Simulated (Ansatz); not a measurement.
The starting structures come from a database of crystals and need not be the phases stable at ambient conditions.

 Where the default PAW files enter, the runs use the earlier of Ansatz's two default sets.

The decay constant κ of evanescent states in the gap governs leakage through a thin film.

Here is the system:

```
AlP
1.0
    3.86348     0.00000     0.00000
    0.00000     6.34144     0.00000
    1.93174     0.00000     3.44625
Al P
2 2
Direct
  0.33333   0.99993   0.33333
  0.66667   0.49993   0.66667
  0.33333   0.62507   0.33333
  0.66667   0.12507   0.66667
```

Space group of this cell: Cmc2_1. The cell is strained (lengths along the current scaled by 1.03, ions clamped); by PBEsol its mean pressure is -2.5 GPa.

Transport runs along the normal of the first two printed cell vectors.

No gap correction and no spin-orbit coupling; mid-gap values are interpolated between computed energies.

Question: Compute, with PBEsol (Ansatz, a program for electronic structure), the band gap and the smallest decay constant κ at mid-gap.

Answer: Gap 1.66 eV on a 10×6×10 mesh; κ = 0.162 1/Å, at the zone centre.
